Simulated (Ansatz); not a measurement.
# Response to strain in Au

The reference is Au in the fcc (Cu type) structure (space group Fm-3m, No. 225; a = 4.0830 Å; relaxed with 0.1 eV smearing).

Strains are applied to the cell and any free atomic positions relax.

Calculations: PBEsol (Ansatz, an electronic-structure program, PAW, no spin-orbit coupling).

Notes on the quantities. energy relative to the base: free energy F.

```json
[
 {"case": "base", "shortest interatomic distance": "2.887 Å", "energy relative to the base": "0 meV/atom", "pressure": "0.0 GPa"},
 {"case": "isotropic strain −3.00 %", "shortest interatomic distance": "2.800 Å", "energy relative to the base": "+87 meV/atom", "pressure": "20.8 GPa"},
 {"case": "isotropic strain −2.50 %", "shortest interatomic distance": "2.815 Å", "energy relative to the base": "+59 meV/atom", "pressure": "16.5 GPa"},
 {"case": "isotropic strain −2.00 %", "shortest interatomic distance": "2.829 Å", "energy relative to the base": "+37 meV/atom", "pressure": "12.6 GPa"},
 {"case": "isotropic strain −1.00 %", "shortest interatomic distance": "2.858 Å", "energy relative to the base": "+8.8 meV/atom", "pressure": "5.7 GPa"},
 {"case": "isotropic strain −0.50 %", "shortest interatomic distance": "2.873 Å", "energy relative to the base": "+2.1 meV/atom", "pressure": "2.7 GPa"},
 {"case": "isotropic strain +0.50 %", "shortest interatomic distance": "2.902 Å", "energy relative to the base": "+2.0 meV/atom", "pressure": "-2.5 GPa"},
 {"case": "isotropic strain +1.00 %", "shortest interatomic distance": "2.916 Å", "energy relative to the base": "+8.0 meV/atom", "pressure": "-4.8 GPa"},
 {"case": "isotropic strain +1.50 %", "shortest interatomic distance": "2.930 Å", "energy relative to the base": "+18 meV/atom", "pressure": "-6.9 GPa"},
 {"case": "isotropic strain +3.00 %", "shortest interatomic distance": "2.974 Å", "energy relative to the base": "+65 meV/atom", "pressure": "-12.0 GPa"}
]
```

Stability against distortions was not tested.
